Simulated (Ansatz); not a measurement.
## BN under load (space group P6_3mc): band-edge transport data

Given:

```
BN
1.0
    2.56187     0.00000     0.00000
   -1.28093     2.21864     0.00000
    0.00000     0.00000     4.23722
B N
2 2
Cartesian
  0.00000   1.47910   0.00072
  1.28093   0.73955   2.11933
  0.00000   1.47910   1.58824
  1.28093   0.73955   3.70685
```

All values below come from r2SCAN, rigid bands (plane waves, PAW, scalar-relativistic; Ansatz, an electronic-structure program). Condition of this run: hydrostatic pressure of -9 GPa (compression positive) (the target of the relaxation). Geometry: cell and atoms relaxed with PBEsol, then loaded as said.

```
Quantity                                                                                                                                                           Value
---------------------------------------------------------------------------------------------------------------------------------------  -------------------------------
band gap                                                                                                                                                         5.78 eV
electron conductivity mass (300 K, dilute)                                                                                               0.51 (x), 0.51 (y), 0.30 (z) mₑ
hole conductivity mass (300 K, dilute)                                                                                                   0.82 (x), 0.82 (y), 1.27 (z) mₑ
effective density of states N_c (300 K)                                                                                                                      1.3e19 cm⁻³
effective density of states N_v (300 K)                                                                                                                      4.6e19 cm⁻³
density-of-states mass, electrons                                                                                                                                0.65 mₑ
density-of-states mass, holes                                                                                                                                    1.51 mₑ
Seebeck coefficient, n-type 1e19 cm⁻³, 300 K                                                                                                                   -249 μV/K
best n-type power factor at 300 K for τ = 10 fs (best axis; densities from 1e16 to 1e21 cm⁻³ tried, whether or not they can be reached)      7.5 μW/(cm·K²) at 3e19 cm⁻³
Seebeck coefficient, p-type 1e19 cm⁻³, 300 K                                                                                                                    348 μV/K
best p-type power factor at 300 K for τ = 10 fs (best axis; densities from 1e16 to 1e21 cm⁻³ tried, whether or not they can be reached)      9.3 μW/(cm·K²) at 1e20 cm⁻³
```

Rigid bands; masses and Seebeck coefficients take one relaxation time τ for all states and one kind of carrier; polarons and phonon drag are left out. Spin-orbit coupling is left out. Geometry: cell and atoms relaxed with PBEsol.
